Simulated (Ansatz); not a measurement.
For Al₃SiCN₃ (model structure, P3m1, No. 156, 8 atoms in the cell), LDA (Ansatz, a first-principles code, plane waves, PAW) gives:

- equilibrium lattice constant a = 3.102 Å
- c axis length = 9.909 Å
- bulk modulus = 201 GPa
- cohesive energy = 6.56 eV/atom
- band gap = 0.54 eV

### Question
What does r²SCAN in Ansatz (PAW) give for the same quantities?

### Answer

- lattice constant a: 3.121 Å (grows by 0.6 %)
- lattice parameter c: 9.980 Å (goes up by 0.7 %)
- bulk modulus: 200 GPa (is nearly the same)
- cohesive energy: 5.71 eV/atom (falls by 0.85 eV/atom)
- band gap: 0.85 eV (grows by 0.31 eV)

Changes are worked out from the printed values.

Unless a cell is named, each level is at its own relaxed cell (LDA 10.32, r²SCAN 10.52 Å³/atom).

Density-functional gaps are differences of (generalised) Kohn–Sham levels.

Caveats: the bulk modulus is −V dP/dV from two relaxed cells at ±2 % in volume (LDA, r²SCAN). Ansatz's density-functional and Hartree–Fock values are scalar-relativistic unless marked +SOC, with PAW data made under PBE.

A model structure was made by putting elements into a prototype or built by hand; it is no filed structure, need not be a known phase, and can be a saddle point held by its symmetry.
